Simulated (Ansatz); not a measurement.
The starting structures come from a database of crystals and need not be the phases stable at ambient conditions.

By PBEsol, the system below comes out a metal.

Here is the system:

```xyz
12
Lattice="5.7413 0.0000 0.0000 0.0000 6.1283 0.0000 0.0000 2.6751 5.0628" Properties=species:S:1:pos:R:3 pbc="T T T"
Ni     0.0000     5.0231     0.5839
Ni     0.0000     3.7802     4.4788
Ni     2.8707     2.4427     1.9474
Ni     2.8707     6.3607     3.1153
Ge     3.7739     0.4145     0.7844
Ge     1.9674     2.2607     4.2784
Ge     0.9033     0.9231     1.7470
Ge     4.8380     1.7520     3.3157
Ge     4.3060     4.3880     2.5055
Ge     1.4353     4.4154     2.5573
Ge     1.4353     3.0778     0.0259
Ge     4.3060     5.7256     5.0368
```

Space group of this cell: Cmce. The cell is taken as given; by PBEsol its mean pressure is -1.5 GPa.

The current flows along the normal of the first two printed cell vectors. No spin-orbit coupling; the value is a mean over 0.1 eV about the Fermi level.

**Question.** Compute, with PBEsol (Ansatz, a first-principles code), the ballistic conductance per area.

**Answer.** 0.63 × 10¹⁵ S/m² for both spins.
